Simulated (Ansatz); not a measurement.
# SnSe2, response to strain

The reference is SnSe2 in the CdI2 type structure (space group P-3m1, No. 164; a = 3.840 Å, c = 6.007 Å; layered, stacked along the Cartesian z axis). Axes: x lies along a and z along c of the hexagonal cell.

Strains are applied to the cell and any free atomic positions relax; under biaxial strain the out-of-plane vector relaxes too.

All numbers come from PBE-D3(BJ) (Ansatz, an electronic-structure program), spin-orbit coupling left out.

Candidates:
(a) biaxial strain −1.50 %, plane normal [001], relaxed out of plane
(b) biaxial strain +2.50 %, plane normal [001], relaxed out of plane
(c) biaxial strain +1.00 %, plane normal [001], relaxed out of plane

For the base:

- Band gap = 0.36 eV

Task: Order them by band gap, highest first.

Result: (a) biaxial strain −1.50 %, plane normal [001], relaxed out of plane (0.49 eV), (c) biaxial strain +1.00 %, plane normal [001], relaxed out of plane (0.27 eV), (b) biaxial strain +2.50 %, plane normal [001], relaxed out of plane (0.10 eV)

Stability against distortions was not tested. The zero or small gap of SnSe2 under biaxial strain +2.50 %, plane normal [001], relaxed out of plane and SnSe2 under biaxial strain +1.00 %, plane normal [001], relaxed out of plane can change with the level of theory.
